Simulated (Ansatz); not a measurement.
Fe2O3: response to strain

Base system: Fe2O3 in the corundum structure (space group R-3c, No. 167; a = 4.774 Å, c = 13.312 Å (hexagonal axes); ferromagnetic). Axes: x lies along a and z along c of the hexagonal cell.

Strains are applied to the cell and any free atomic positions relax; under biaxial strain the out-of-plane vector relaxes too; under stress the whole cell relaxes.

Method: PBE in Ansatz (plane waves to 420 eV, PAW, scalar-relativistic without spin-orbit coupling), earlier PAW set.

Candidates:
(a) biaxial strain +0.47 %, plane normal [001], relaxed out of plane
(b) biaxial strain +1.75 %, plane normal [001], relaxed out of plane
(c) uniaxial strain ε_zz = +1.46 %
(d) uniaxial stress, 8 GPa compression along z

Notes on the quantities. energy relative to the base: free energy F.

**Question.** Order them by energy relative to the base, highest first.

**Answer.** (d) uniaxial stress, 8 GPa compression along z (+7.9 meV/atom), (b) biaxial strain +1.75 %, plane normal [001], relaxed out of plane (+5.6 meV/atom), (c) uniaxial strain ε_zz = +1.46 % (+2.1 meV/atom), (a) biaxial strain +0.47 %, plane normal [001], relaxed out of plane (+0.4 meV/atom)

Beyond what the load breaks, stability against distortions was not tested. No Hubbard U is applied and the magnetic state is the run's own (Fe2O3 ferromagnetic); other magnetic orders, which need larger cells, were not tried and can change the gap. In its common phase, real Fe2O3 is an antiferromagnetic insulator at low temperature.

Ansatz is a quantum-chemistry and plane-wave program.
